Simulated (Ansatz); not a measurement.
LaTiO2N (I2₁2₁2₁, No. 24, 10 atoms in the cell; start mp-1222738) was calculated with r²SCAN+SOC (PAW; Ansatz, a quantum-chemistry and plane-wave program).

Run with plane-wave cutoff 560 eV, 8×8×8 k mesh, Fermi–Dirac smearing 0.01 eV, PAW data made under PBE.

Cell (relaxed with PBEsol):

```
CELL_PARAMETERS angstrom
     -2.78795     2.80107     3.86035
      2.78795    -2.80107     3.86035
      2.78795     2.80107    -3.86035
ATOMIC_POSITIONS crystal
  La 0.99228 0.75000 0.74228
  La 0.50772 0.25000 0.75772
  Ti 0.25000 0.51883 0.26883
  Ti 0.75000 0.98117 0.23117
  N  0.96375 0.71375 0.25000
  N  0.53625 0.78625 0.75000
  O  0.42432 0.75000 0.17432
  O  0.07568 0.25000 0.32568
  O  0.95358 0.20358 0.75000
  O  0.54642 0.29642 0.25000
```

### Question
Estimate the band gap and direct gap at Γ that the calculation returns.

### Answer

band gap: 1.62 eV (on the SCF k mesh)
direct gap at Γ: 1.69 eV

Note: cell and atoms aren't relaxed at this level (largest force component 0.12 eV/Å, pressure 4.1 GPa).

Static lattice: no zero-point or thermal effects.

It cost roughly 19 core-minutes of CPU time.

A start named mp-… is a Materials Project structure, which need not be a measured phase.
